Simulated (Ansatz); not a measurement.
Results of PBEsol (PAW; Ansatz, an electronic-structure program) for cubic perovskite CsSnI3 (cubic high-temperature phase).

Run with plane-wave cutoff 500 eV, 6×6×6 k mesh, gaussian smearing 0.02 eV, scalar-relativistic PAW data made under PBE.

Computed at the level's own relaxed cell.

### Question
Estimate the volume per atom, lattice constant a and band gap that the calculation returns.

### Answer

* **volume per atom**: 46.22 Å³/atom
* **lattice constant a**: 6.137 Å
* **band gap**: 0.11 eV (on the SCF k mesh)

Note: the relaxation could not lower the start's symmetry, so the cell can be a saddle point above a distorted one.

Spin–orbit coupling is not included; with these elements it can move the gap by several tenths of an eV or more.

The computed numbers hold no vibrational or temperature effects.

It cost around 70 core-seconds (rough) of CPU time.
